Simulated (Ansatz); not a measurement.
For CsCl-type FeTi, LDA (PAW; Ansatz, a quantum-chemistry and plane-wave program) gives:

- lattice constant a: 2.886 Å
- cohesive energy: 7.00 eV/atom

Question: What does r²SCAN+rVV10 (Ansatz, PAW) give for the same quantities?

Answer: 
- lattice constant a: 2.931 Å (grows by 1.6 %)
- cohesive energy: 5.16 eV/atom (shrinks by 1.84 eV/atom)

Changes are worked out from the printed values.

Unless a cell is named, each level is at its own relaxed cell (LDA 12.01, r²SCAN+rVV10 12.59 Å³/atom).

The crystal itself was run without spin with LDA, r²SCAN+rVV10; a magnetic state was not tried in these runs.

Ansatz's density-functional and Hartree–Fock values are scalar-relativistic unless marked +SOC, with PAW data made under PBE.
